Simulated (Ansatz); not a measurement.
On BN-zb (110, BN face) the hole barrier is 1.56 eV under TiN-rs (110) and 2.94 eV under Pb (110).

Plane-wave PAW runs of Ansatz (a first-principles code) at PBE, 420 eV, without spin–orbit coupling and spin-polarised for magnetic metals alone: periodic stacks cut from bulk faces, the metal strained to the host, one local minimum each, barriers from the potential line-up.

Question: By thermionic emission alone, how do the saturation currents of the two p-type contacts compare at 300 K (kT = 25.85 meV)?

Answer: J0 = A* T² exp(−φ/kT) with one A* for the host, so the ratio is exp[(2.94 − 1.56) / 0.02585] = exp(53.4), about 10^23.2 in favour of TiN-rs. An error of 0.1 eV in either barrier moves this by a factor of about 50, and tunnelling and image lowering are left out.
